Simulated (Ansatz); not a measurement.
Here is the system:

```yaml
crystal:
  lattice:
    - [-1.61026, 1.61026, 2.47068]
    - [1.61026, -1.61026, 2.47068]
    - [1.61026, 1.61026, -2.47068]
  atoms:
    - { symbol: In, position: [0.00000, 0.00000, 0.00000] }
```

These are PBEsol with spin-orbit coupling, rigid bands (plane waves, PAW; Ansatz, a first-principles code) values and carry that method's errors. Condition of this run: spin-orbit coupling switched on. Cell: cell and atoms relaxed with PBEsol.

Question: Predict the product ρ₀λ of resistivity and mean free path that follows from the Fermi surface's area.

Answer: 7.7 (x), 7.7 (y), 7.3 (z) ×10⁻¹⁶ Ω·m².

Question: And the Drude plasma energy and the root-mean-square Fermi velocity at 300 K?

Answer: 10.4 eV; 1.6e6 m/s.

A metal at this level (no band gap); rigid bands, thermally averaged at 300 K, both spins. τ is one relaxation time for all states; the product of resistivity and mean free path takes one path for all states instead.
